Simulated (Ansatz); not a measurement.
Consider a 9-atom supercell of ZrSe$_{2}$ in the CdI2 type structure (space group P-3m1, No. 164; layered, stacked along the Cartesian z axis) at its relaxed geometry.

```
CELL_PARAMETERS angstrom
      5.60262    -3.23468     0.00000
      0.00000     6.46935     0.00000
     -1.86754    -3.23468     6.03154
ATOMIC_POSITIONS crystal
  Zr 0.00000 0.00000 0.00000
  Zr 0.66667 0.33333 0.00000
  Zr 0.33333 0.66667 0.00000
  Se 0.08836 0.51005 0.26507
  Se 0.75502 0.84338 0.26507
  Se 0.42169 0.17671 0.26507
  Se 0.57831 0.82329 0.73493
  Se 0.24498 0.15662 0.73493
  Se 0.91164 0.48995 0.73493
```

Method: Ansatz (an electronic-structure program), PBE-D3(BJ), PAW, cutoff 420 eV, scalar-relativistic without spin-orbit coupling.

Before the change:

* **Mean distance from the defect site to its nearest host atoms**: 2.68 Å
* **Pressure**: 0.0 GPa

Perturbation: one Se atom is removed, atoms relaxed at fixed cell, starting from a slightly rattled geometry.

Task: What happens to the largest displacement of a host atom from its site in the perfect cell, mean distance from the defect site to its nearest host atoms and pressure?

Result: The largest displacement of a host atom from its site in the perfect cell comes out as 0.34 Å; the mean distance from the defect site to its nearest host atoms increases by 0.321 Å, from 2.68 Å to 3.01 Å; the pressure goes from zero to 0.5 GPa.

In so small a cell the defect repeats every few ångströms: this is an ordered compound, not a dilute defect. The final runs are not spin-polarised. Gaps under 0.05 eV, about the width of the smearing, are given as zero. The defect cell is not spin-polarised.
